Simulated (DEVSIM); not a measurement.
Device: TaN/Al2O3/n-Ge capacitor, at 300 K.

```csv
layer (left to right),material,thickness (nm),Nd (cm⁻³)
1,Al2O3,4.70,-
2,Ge,7400,6.5e15
```

Metal gate on the left, work function 4.4 eV. Fixed charge at the semiconductor interface 1.2e12 cm⁻² (in units of +e); interface traps 5.2e10 cm⁻² eV⁻¹, uniform in energy, neutral level at 0.5 of the gap above the valence band.

Constants are typed, rounded textbook-type inputs, not results; the design itself was drawn at random and stands for no fabricated device. Values at 300 K.

| parameter | Al2O3 | Ge |
|---|---|---|
| gap (eV) | 6.8 | 0.664 |
| affinity (eV) | 1.35 | 4 |
| permittivity | 9 | 16 |
| Nc (cm⁻³) | - | 1.04e19 |
| Nv (cm⁻³) | - | 6e18 |

Simulated with DEVSIM: 1D Poisson equation in equilibrium, Boltzmann statistics, complete ionisation; no quantum confinement or tunnelling. Metal contacts follow the ideal Schottky-Mott rule: no Fermi-level pinning, no interface dipoles.

Task: Tabulate band edges, carrier densities and field at -0.1 V on the gate.

Result: Energies count from the Fermi level of the right contact; mesh points crowd at the junctions.

```tsv
x (μm)	Ec (eV)	Ev (eV)	n (cm⁻³)	p (cm⁻³)	field (V/cm)
0.000	3.150	-3.650	< 1e2	< 1e2	-270000
0.001172	3.119	-3.682	< 1e2	< 1e2	-270000
0.002872	3.073	-3.727	< 1e2	< 1e2	-270000
0.004261	3.035	-3.764	< 1e2	< 1e2	-270000
0.005985	0.372	-0.292	5.9e12	7.4e13	-15000
0.009056	0.367	-0.297	7.1e12	6.2e13	-15000
0.01641	0.356	-0.308	1.1e13	4.1e13	-14000
0.04161	0.323	-0.341	4.0e13	1.1e13	-12000
0.09237	0.268	-0.396	3.2e14	1.4e12	-8800
0.2039	0.208	-0.456	3.3e15	1.3e11	-2600
0.4710	0.191	-0.473	6.4e15	6.8e10	-37
1.386	0.191	-0.473	6.5e15	6.7e10	≈ 0
3.230	0.191	-0.473	6.5e15	6.7e10	≈ 0
5.462	0.191	-0.473	6.5e15	6.7e10	≈ 0
6.771	0.191	-0.473	6.5e15	6.7e10	≈ 0
7.124	0.191	-0.473	6.5e15	6.7e10	≈ 0
7.285	0.191	-0.473	6.5e15	6.7e10	≈ 0
7.352	0.191	-0.473	6.5e15	6.7e10	≈ 0
7.388	0.191	-0.473	6.5e15	6.7e10	≈ 0
7.398	0.191	-0.473	6.5e15	6.7e10	≈ 0
7.402	0.191	-0.473	6.5e15	6.7e10	≈ 0
7.405	0.191	-0.473	6.5e15	6.7e10	≈ 0
```
